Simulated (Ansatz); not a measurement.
# A computed series for BP: response to strain

Take BP in the zinc blende structure (space group F-43m, No. 216; a = 4.491 Å) as the base.

Strains are applied to the cell and any free atomic positions relax.

All numbers come from plane-wave PAW DFT at the LDA level (Ansatz, a first-principles code, 420 eV), spin-orbit coupling left out.

Notes on the quantities. hole mass: degenerate bands, along [100].

```json
[
 {"change": "base", "band gap": "1.14 eV", "smallest direct gap": "3.43 eV", "hole mass": "0.25, 0.25, 0.36 mₑ (at Γ)"},
 {"change": "isotropic strain −3.00 %", "band gap": "1.02 eV", "smallest direct gap": "3.60 eV", "hole mass": "0.24, 0.24, 0.41 mₑ (at Γ)"},
 {"change": "isotropic strain −2.00 %", "band gap": "1.07 eV", "smallest direct gap": "3.54 eV", "hole mass": "0.25, 0.25, 0.40 mₑ (at Γ)"},
 {"change": "isotropic strain −1.50 %", "band gap": "1.09 eV", "smallest direct gap": "3.51 eV", "hole mass": "0.25, 0.25, 0.39 mₑ (at Γ)"},
 {"change": "isotropic strain −1.00 %", "band gap": "1.11 eV", "smallest direct gap": "3.48 eV", "hole mass": "0.25, 0.25, 0.38 mₑ (at Γ)"},
 {"change": "isotropic strain −0.50 %", "band gap": "1.13 eV", "smallest direct gap": "3.45 eV", "hole mass": "0.25, 0.25, 0.37 mₑ (at Γ)"},
 {"change": "isotropic strain +1.50 %", "band gap": "1.20 eV", "smallest direct gap": "3.36 eV", "hole mass": "0.26, 0.26, 0.34 mₑ (at Γ)"},
 {"change": "isotropic strain +2.00 %", "band gap": "1.22 eV", "smallest direct gap": "3.34 eV", "hole mass": "0.26, 0.26, 0.33 mₑ (at Γ)"},
 {"change": "isotropic strain +2.50 %", "band gap": "(withheld)", "smallest direct gap": "(withheld)", "hole mass": "0.26, 0.26, 0.32 mₑ (at Γ)"},
 {"change": "isotropic strain +3.00 %", "band gap": "1.25 eV", "smallest direct gap": "3.29 eV", "hole mass": "0.26, 0.26, 0.32 mₑ (at Γ)"}
]
```

Complete the table.


- isotropic strain +2.50 %, band gap: 1.24 eV
- isotropic strain +2.50 %, smallest direct gap: 3.31 eV

Effective masses come from finite differences of ±0.01 Å⁻¹. Stability against distortions was not tested.
